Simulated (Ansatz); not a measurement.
Take Rh in the fcc (Cu type) structure (space group Fm-3m, No. 225; a = 3.7816 Å; relaxed with 0.1 eV smearing) as the base.

Now apply this change: an isotropic linear strain of −2.08 %; the atoms relax in the strained cell.

Levels (all Ansatz, a first-principles code, PAW): PBEsol (420 eV, scalar-relativistic without spin-orbit coupling); PBEsol+SOC (420 eV, spin-orbit coupling included).

The geometry is relaxed with PBEsol.

| Property | Value |
|---|---|
| PBEsol pressure | 21.7 GPa |

Problem. How does going to PBEsol+SOC change the pressure?

Solution. The pressure rises by 0.2 GPa (21.7 GPa → 21.9 GPa).

Single points use the geometry relaxed with PBEsol. The spin-orbit shifts are approximate. Stability against distortions was not tested. The runs without spin-orbit coupling are not spin-polarised.
